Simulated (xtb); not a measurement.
xtb 6.7.1, GFN1-xTB: W(O)(S)(F)(OSiH3) ([O]=[W]([F])(=[S])[O][SiH3]), 9 atoms. The geometry is a generated start, not checked to be a minimum at this level.

```yaml
method: GFN1-xTB
"--acc": 1 (default)
"--etemp (K)": 300 (default)
detailed input (--input): "none: ANC optimiser, Lindh (1995) Hessian, microcycle=20, maxdispl=1.0, hlow=0.01 (default)"
basis_functions: 48
valence_electrons: 38
```

```xyz
9

W     -0.7888     1.2552     0.6573
O      0.2188     2.4361     0.0245
S     -0.4139     0.9909     2.7958
F     -2.5836     1.5659     0.3420
O     -0.4247    -0.3670    -0.1748
Si     0.7749    -1.2896    -0.7985
H      1.9078    -1.1283     0.1453
H      1.0705    -0.8102    -2.1575
H      0.2388    -2.6531    -0.8343
```

Charge 0 and multiplicity 1 are set for this test and not shown to be the ground state.

The structure is relaxed from this start with --opt LEVEL for the levels crude, sloppy, loose, lax, normal, tight, vtight, extreme, once each. Up to the end of the extreme run atoms move by at most 1.1 Å along an axis.

What is the loosest level that ends within 1 meV of the extreme run, and how many cycles does it take?

vtight: 94 cycles against 125, ending 0.53 meV above.

```json
[
 {"level": "crude", "cycles": "6", "energy above the extreme run (meV)": "62", "gradient norm (eV/Å)": "0.36"},
 {"level": "sloppy", "cycles": "14", "energy above the extreme run (meV)": "2.9", "gradient norm (eV/Å)": "0.063"},
 {"level": "loose", "cycles": "14", "energy above the extreme run (meV)": "2.9", "gradient norm (eV/Å)": "0.063"},
 {"level": "lax", "cycles": "15", "energy above the extreme run (meV)": "2.7", "gradient norm (eV/Å)": "0.044"},
 {"level": "normal", "cycles": "16", "energy above the extreme run (meV)": "2.7", "gradient norm (eV/Å)": "0.048"},
 {"level": "tight", "cycles": "21", "energy above the extreme run (meV)": "2.4", "gradient norm (eV/Å)": "0.011"},
 {"level": "vtight", "cycles": "94", "energy above the extreme run (meV)": "0.53", "gradient norm (eV/Å)": "0.0092"},
 {"level": "extreme", "cycles": "125", "energy above the extreme run (meV)": "—", "gradient norm (eV/Å)": "0.0012"}
]
```
